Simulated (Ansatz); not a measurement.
# Cu on the 1x1 (110) surface of rutile TiO2 (cut with top plane O), one in a 1x1 cell, started at the site 'top O'

Host crystal: rutile TiO2, with a band gap (PBE, scalar-relativistic without spin-orbit coupling).

The numbers are results of PBE (plane waves to 420 eV, PAW; Ansatz, a first-principles code), not measurements.

Model: 25-atom slab, 12.7 Å thick at the start under the adsorbate, 8x3x1 mesh, Fermi-Dirac 0.01 eV, dipole correction, 12 atoms held, the rest relaxed; symmetry of the start imposed; spin-polarised, ending with about 0.1 μB a cell, a value that depends on the mesh; orders that need a larger cell were not tried, no spin-orbit, no U, no dispersion correction. The slab shows no gap over 0.04 eV on its mesh. At the end it is bonded to O. In PBE it is, or lies within 0.03 eV of, the lowest of the starts that converged.

```yaml
adsorption energy against an atom of fcc Cu: 46.0 kcal/mol
work_function_of_the_top_face: 4.29 eV
change_of_the_step_from_the_bottom_to_the_top_vacuum_level_against_the_clean_slab: -0.93 eV
energy_released_by_relaxation: 0.17 eV
height of the binding atom over the mean of the host atoms within 0.3 Å of the top one: 1.881 Å
nearest_host_atoms_of_the_binding_atom: O at 1.88 Å, Ti at 3.41 Å, O at 4.01 Å
largest_move_of_a_host_atom: 0.09 Å
caution: the clean host was not checked against rearrangement in a larger or rattled cell
cost: around 30 core-minutes (rough)
```

A negative adsorption energy means that the adsorbate is more stable on the surface than in its reference.
